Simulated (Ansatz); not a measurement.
Structures of equal composition on the (111) surface of fcc Au: a layer of Ag in place of the second plane; a layer of Ag in place of the third plane. The slabs share one bottom face, and each structure is named by its start. These are constructed structures in small cells; real faces may alloy, dewet or reconstruct in larger ones, and not all known structures of the face are among them. Slabs of about 12 Å with all that they carry, Fermi-Dirac smearing of 0.1 eV. Bottom of the slabs: a bare face, its two planes held. Relaxed from the named starts with such symmetry as they have, on meshes of like density; energies extrapolated to zero smearing; no spin-orbit coupling, no U. Spin-polarised runs, if any, are marked in brackets, and their order is one that fits the cell; the others ran without spin.

Computed with PBE (plane waves to 420 eV, PAW; Ansatz, a program for electronic structure).

Question: Put the candidates in order of energy per 1x1 cell, lowest first, for PBE.

Answer: a layer of Ag in place of the second plane (0.000 eV), a layer of Ag in place of the third plane (0.036 eV)
